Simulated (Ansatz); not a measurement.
Take BaTiO₃ (space group R3m, No. 160) as the base.

```yaml
crystal:
  lattice:
    - [2.81763, 1.62676, 2.30864]
    - [-2.81763, 1.62676, 2.30864]
    - [0.00000, -3.25352, 2.30864]
  atoms:
    - { symbol: Ba, position: [0.00046, 0.00046, 0.00046] }
    - { symbol: Ti, position: [0.51149, 0.51149, 0.51149] }
    - { symbol: O, position: [0.48847, 0.98221, 0.48847] }
    - { symbol: O, position: [0.48847, 0.48847, 0.98221] }
    - { symbol: O, position: [0.98221, 0.48847, 0.48847] }
```

Level of theory: PBEsol (Ansatz, a first-principles code; PAW; 420 eV plane waves; no SOC), earlier PAW set.

One change was made to it. Results:

| quantity | base | after |
|---|---|---|
| smallest direct gap | 2.62 eV | 2.49 eV |
| volume per atom | 12.70 Å³ | 12.55 Å³ |
| band gap | 2.32 eV | 2.24 eV |

What was done to the base?
(A) pressure 7.5 GPa
(B) pressure 5 GPa
(C) pressure 1.5 GPa
(D) pressure 0.7 GPa
(E) pressure 0.3 GPa

C, pressure 1.5 GPa. For comparison, the band gap in the other runs: pressure 5 GPa gives 2.08 eV; pressure 7.5 GPa gives 1.99 eV; pressure 0.3 GPa gives 2.30 eV; pressure 0.7 GPa gives 2.28 eV.

Load acts through the strain it causes; cell and atoms are relaxed under it. Whether these cells are dynamically stable was not tested. No other phases were tried under pressure. The final runs are not spin-polarised. This is not the structure that BaTiO3 has at room temperature and ambient pressure.
